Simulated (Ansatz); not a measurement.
# NaCaH3 (model structure, started from the KMgH3 type, Pm-3m, No. 221, 5 atoms in the cell)

Computed with PBE0 (Ansatz, a first-principles code, PAW).

Settings: plane-wave cutoff 460 eV, 6×6×6 k mesh, Fermi–Dirac smearing 0.01 eV, scalar-relativistic PAW data made under PBE.

Cell (relaxed with PBEsol):

```cif
data_H3CaNa
_chemical_formula_sum 'Na1 Ca1 H3'
_space_group_name_H-M_alt 'Pm-3m'
_space_group_IT_number 221
_space_group_name_Hall '-P 4 2 3'
_cell_length_a 4.31433
_cell_length_b 4.31433
_cell_length_c 4.31433
_cell_angle_alpha 90.000
_cell_angle_beta 90.000
_cell_angle_gamma 90.000
loop_
_atom_site_label
_atom_site_type_symbol
_atom_site_symmetry_multiplicity
_atom_site_Wyckoff_symbol
_atom_site_fract_x
_atom_site_fract_y
_atom_site_fract_z
_atom_site_occupancy
Na1 Na 1 a 0.00000 0.00000 0.00000 1
Ca1 Ca 1 b 0.50000 0.50000 0.50000 1
H1 H 3 c 0.00000 0.50000 0.50000 1
```

```
Property                                                                      Value
-------------------------------------------  --------------------------------------
band gap                                     4.32 eV (on the SCF k mesh) (indirect)
smallest direct gap on the k points sampled                                 4.77 eV
direct gap at Γ                                                             9.27 eV
```

Note: the relaxation could raise the start's symmetry but not lower it, so the cell can be a saddle point; cell and atoms aren't relaxed at this level (pressure 0.8 GPa).

Static lattice: no zero-point or thermal effects.

A model structure was made by putting elements into a prototype or built by hand; it is no filed structure, need not be a known phase, and can be a saddle point held by its symmetry.
